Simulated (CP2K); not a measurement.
Band structure of BeSe (F-43m, 2 atoms in the cell).

```
BeSe
1.0
    3.63453     0.00000     0.00000
    1.81726     3.14759     0.00000
    1.81726     1.04920     2.96758
Be Se
1 1
Direct
  0.00000   0.00000   0.00000
  0.25000   0.25000   0.25000
```

Method: PBE, GPW, DZVP-MOLOPT-SR-GTH basis, GTH-PBE potentials (GTH_POTENTIALS) (CP2K).

Settings: CUTOFF = 600 Ry; REL_CUTOFF = 50 Ry; SMEAR/METHOD = FERMI_DIRAC; ELECTRONIC_TEMPERATURE = 580.23 K; KPOINTS/SCHEME = MONKHORST-PACK 9 9 9; XC_FUNCTIONAL = PBE; Be/BASIS_SET = DZVP-MOLOPT-SR-GTH-q4; Be/POTENTIAL = GTH-PBE-q4; Se/BASIS_SET = DZVP-MOLOPT-SR-GTH-q6; Se/POTENTIAL = GTH-PBE-q6; METHOD = GPW; EPS_DEFAULT = 1e-10; EXTRAPOLATION = USE_GUESS; NGRIDS = 5.

The starting cell has typed, rounded lattice constants, without a prior relaxation at this level. Values carry the incompleteness of an atom-centred basis.

Question: Predict the gap along the standard path and the places of the band edges.

Answer: The gap along the path is 3.51 eV, from Γ to X; the smallest direct gap on it is 4.37 eV.

Levels in eV from the top of the valence band on the SCF mesh, bands 2 to 6:
```json
[
 {"point": "Γ", "2": "-13.84", "3": "0.00", "4": "0.00", "5": "0.00", "6": "4.37"},
 {"point": "X", "2": "-12.00", "3": "-5.14", "4": "-2.71", "5": "-2.71", "6": "3.51"},
 {"point": "W", "2": "-11.97", "3": "-4.48", "4": "-3.84", "5": "-3.36", "6": "7.66"},
 {"point": "K", "2": "-12.02", "3": "-4.72", "4": "-4.08", "5": "-2.26", "6": "4.37"},
 {"point": "L", "2": "-12.48", "3": "-5.78", "4": "-1.10", "5": "-1.10", "6": "4.37"},
 {"point": "U", "2": "-12.02", "3": "-4.72", "4": "-4.08", "5": "-2.26", "6": "4.37"}
]
```

Higher empty bands are left out: an atom-centred basis made for the valence describes them poorly.
